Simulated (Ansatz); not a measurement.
Functionals compared on the (221) surface of bcc V in its 1x1 cell, outermost plane spacing 0.50 Å in the ideal cut, in Ansatz (plane waves, PAW). The structure was relaxed with PBE; the other rows are single points on it, each with its references at the same level. Cutoff 420 eV (500 eV for r2SCAN).

Set-up: 22 atoms, 10.5 Å thick at the start (thin: gaps and levels are the slab's own); mesh 9x6x1; 0.1 eV smearing; dipole correction on; all atoms relaxed; held to the part of the start's symmetry that mesh and held atoms allow; no spin, no spin-orbit, no U. These notes are the PBE run's.

```json
[
 {"functional": "PBE", "surface energy (J/m²)": "2.67", "work function of the top face (eV)": "4.04", "rough cost of the single point": "–"},
 {"functional": "LDA", "surface energy (J/m²)": "2.99", "work function of the top face (eV)": "4.29", "rough cost of the single point": "around 8 core-minutes (rough)"},
 {"functional": "PBEsol", "surface energy (J/m²)": "2.92", "work function of the top face (eV)": "4.12", "rough cost of the single point": "very roughly 9 core-minutes"},
 {"functional": "RPBE", "surface energy (J/m²)": "2.51", "work function of the top face (eV)": "3.91", "rough cost of the single point": "very roughly 9 core-minutes"},
 {"functional": "r2SCAN", "surface energy (J/m²)": "2.88", "work function of the top face (eV)": "4.08", "rough cost of the single point": "about 22 core-minutes (a rough figure)"}
]
```

Ansatz is a quantum-chemistry and plane-wave program.
